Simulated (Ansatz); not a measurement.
## A computed series for MgO: response to strain

Take MgO in the rock salt structure (space group Fm-3m, No. 225; a = 4.159 Å) as the base. Axes: x, y, z lie along the cube axes.

Strains are applied to the cell and any free atomic positions relax; under biaxial strain the out-of-plane vector relaxes too.

All numbers come from LDA (Ansatz, an electronic-structure program, PAW, no spin-orbit coupling).

```tsv
biaxial strain, plane normal [111], relaxed out of plane (%)	out-of-plane strain (%)
-2.5	0.93
-2.08	?
-1.67	0.62
-1.25	0.46
-0.83	0.31
-0.42	0.16
0	0.00
```

Task: Fit ε⊥ = −νε + γε² (strains in %) to the rows shown and predict the withheld row.

Result: Least squares on the printed values gives ν = 0.37 (the biaxial Poisson response) and γ = 0.000 (largest residual 0.00 %); this predicts 0.77 %, and the run gives 0.77 %, in agreement.

Whether these cells are dynamically stable was not tested.
